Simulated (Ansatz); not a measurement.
Input and output of a self-consistent single point for Tl2Pd3S2 (P1, 7 atoms in the cell) (Ansatz, a quantum-chemistry and plane-wave program).

Method of the run: LDA (PW92), default PAW files made with PBE (plane waves; Ansatz).

```xyz
7
Lattice="2.9477 1.7019 4.7107 -2.9477 1.7019 4.7107 0.0000 -3.4037 4.7107" Properties=species:S:1:pos:R:3 pbc="T T T"
Tl    -0.0181    -0.0011    -0.0199
Tl    -0.0044    -0.0421     7.0210
Pd    -0.0123    -1.6829     2.3471
Pd     1.4356     0.8190     2.3900
Pd    -1.4375     0.8693     2.3248
S      0.0221     0.0277    10.2208
S      0.0147     0.0102     3.9804
```

Reference input (self-consistent single point, DFT, LDA (PW92), plane waves, default PAW files made with PBE): kpoints.mp_grid.grid = 4 4 4; hamiltonian.xc = lda; hamiltonian.pseudopotentials = {kind: paw} (the program's default PAW files); scf.occupations.method = fermi_dirac; scf.occupations.width = 0.0073 Ry. This run's input differs from it in these lines:

Ansatz 0.2 input:
```diff
@@ -20,3 +20,3 @@
 scf:
-  occupations: { method: fermi_dirac, width: 0.0073 Ry }
+  occupations: { method: fermi_dirac, width: 0.011 Ry }
 output:
```

The program printed (abridged):

```
SCF iter   1: F=—  HF=-44568.713013 eV  |F-HF|=—  |Δ(HF+E_count)|=         —  Δρ=1.18e-2  dr2=2.21e-1  ethr=1.77e-3  ⟨swp⟩=6.8  Hψ=8260  notcnv=0  defer=24
all-band conjugate gradients solve this SCF's bands
preconditioner: auto → Kerker (q_TF=auto, 2.539 Å⁻¹)
SCF iter   2: F=—  HF=-44568.669208 eV  |F-HF|=—  |Δ(HF+E_count)|=   4.38e-2  Δρ=5.18e-3  dr2=4.89e-2  ethr=2.40e-4  ⟨swp⟩=1.0  Hψ=2376  notcnv=0  defer=25
   [... lines left out ...]
SCF iter   5: F=—  HF=-44568.655247 eV  |F-HF|=—  |Δ(HF+E_count)|=   8.89e-5  Δρ=7.81e-5  dr2=1.50e-5  ethr=3.51e-7  ⟨swp⟩=2.0  Hψ=2581  notcnv=0  defer=25
SCF iter   6: F=—  HF=-44568.655244 eV  |F-HF|=—  |Δ(HF+E_count)|=   3.53e-6  Δρ=2.49e-5  dr2=1.24e-6  ethr=1.63e-8  ⟨swp⟩=2.0  Hψ=2879  notcnv=0  defer=25
SCF iter   7: F=—  HF=-44568.655244 eV  |F-HF|=—  |Δ(HF+E_count)|=   1.59e-7  Δρ=7.17e-6  dr2=1.39e-7  ethr=1.35e-9  ⟨swp⟩=2.3  Hψ=3232  notcnv=0  defer=25
SCF iter   8: F=-44568.655244 eV  HF=-44568.655244 eV  |F-HF|=1.48e-8  |Δ(HF+E_count)|=   1.96e-8  Δρ=2.99e-6  dr2=2.19e-8  ethr=1.09e-10  ⟨swp⟩=10.1  Hψ=7867  notcnv=0
SCF 1 converged in 8 iterations: F = -44568.655244 eV  dr2 = 2.19e-8
Free energy (F): -44568.655244 eV
Internal energy: -44568.378366 eV  (E = F + TS)
E sigma→0 (E₀):  -44568.516805 eV
Entropy (-TS):   -0.276877 eV (-39.554 meV/atom)
Fermi energy:    11.698990 eV
--- Forces (eV/Å), atoms counted from 1 ---
  atom   1  Tl     0.03243360    -0.01340066     0.01588561
  atom   2  Tl     0.04989058     0.20882247     0.08965229
  atom   3  Pd    -0.02224706     0.00031395     0.25321443
  atom   4  Pd     0.75629137     0.34843072    -0.37474422
  atom   5  Pd    -0.17402401    -0.13031370     0.31637122
  atom   6  S     -0.32798970    -0.25799002     0.10239622
  atom   7  S     -0.31436063    -0.15586526    -0.40277089
--- Stress (GPa, compression-positive) ---
       -5.412539       0.001592       0.028587
        0.001592      -5.248690       0.141185
        0.028587       0.141184      -5.248222
  P = ⅓ Tr σ = -5.3032 GPa (-53.032 kbar)
  The stress holds the Pulay correction. Without it, at fixed plane waves, as pw.x and ABINIT print it: P = -5.3357 GPa
```

The run converged in 8 iterations. Against the reference run the free energy falls by 11.5 meV/atom, the pressure goes from -5.50 to -5.30 GPa and the largest force moves little (0.920 to 0.913 eV/Å).

The starting cell comes from a database of computed structures (which also holds hypothetical and non-ambient phases and stackings), without a prior relaxation at this level. Its atoms were displaced at random from the sites of space group no. 166. Spin polarisation is off. With a pressure of about -5 GPa the cell is away from its equilibrium volume at this level. Ansatz's pressure includes its estimate of the finite-basis (Pulay) stress.
